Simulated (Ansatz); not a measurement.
## Cubic perovskite BaZrO3

The numbers are results of PBE in Ansatz (PAW), not measurements.

Settings: plane-wave cutoff 520 eV, 8×8×8 k mesh, Fermi–Dirac smearing 0.01 eV, scalar-relativistic PAW data made under PBE.

Cell: measured lattice: a = b = c = 4.1910 Å, α = β = γ = 90.00°.

```json
{
 "band_gap": "3.24 eV",
 "smallest_direct_gap_on_the_k_points_sampled": "3.44 eV"
}
```

Measured, for comparison: band gap 5.3 eV (temperature not stated, no zero-point or thermal correction, first of three measured values (5.3, 4.86, 4.8), our sources range from 4.86 to 5.30; as tabulated in Lindman et al. (2015), arXiv:1503.06612).

Note: cell and atoms aren't relaxed at this level (pressure 4.1 GPa).

Spin–orbit coupling is not included.

Ansatz is a first-principles code.
